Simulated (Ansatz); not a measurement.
# Ru: energy against strain

Ru (hcp, P6_3/mmc, 13.776 Å³/atom at rest, c along z) under a strain ε along c (axis z), the other axes held. PBE in Ansatz, a plane-wave DFT program (PAW, default set), 420 eV, 24×24×14 Γ-centred mesh, Fermi-Dirac smearing 0.10 eV; ions are relaxed within the symmetry of each cell.

Here s stands for strain and y for E less E0.

```
strain (%)  E less E0 (meV/atom)
----------  --------------------
-3.00                          ?
-1.50                       5.92
-1.00                       2.50
-0.50                       0.54
0.00                        0.00
0.50                        0.82
1.00                        2.94
1.50                        6.31
```

**Question.** Fit y against s with a parabola, and predict the withheld value at s = -3.00.

**Answer.** Least squares gives y = 0.001 + 0.1664·s + 2.7176·s². Residuals (row less fit): 0.054, -0.052, -0.057, -0.001, 0.056, 0.055, -0.055; standard error 0.067 (degrees of freedom: 4). Twice the quadratic coefficient over the volume, 2 × 2.7176 meV × 10⁴ × 0.1602 / 13.776 Å³, is the elastic constant C33 = 632 ± 7 GPa. At the withheld row, y = 0.001 + 0.1664 × (-3.0) + 2.7176 × (-3.0)² = 23.960 meV/atom. The calculation gives 25.57 meV/atom, 1.610 meV/atom above the prediction (6.3 % of the range of y in the table). The row lies outside the fitted rows, so this is an extrapolation. From the scatter of the fitted rows alone, a prediction at this place has a standard error of 0.258 meV/atom, so the miss is 6.2 times that.

One order more, fitted to all 13 runs of the series, follows each within 0.01, so the miss is the next term of a smooth law. In a metal these values are sensitive to mesh and smearing; energies are taken to zero smearing, stresses follow the free energy. Rows are the converged runs of the series near zero and its far end; series whose fitted rows scatter by over a few per cent of the range, as at a crossing or softening among them, aren't shown in this form. Most that stay on the fit to the last digits aren't either.
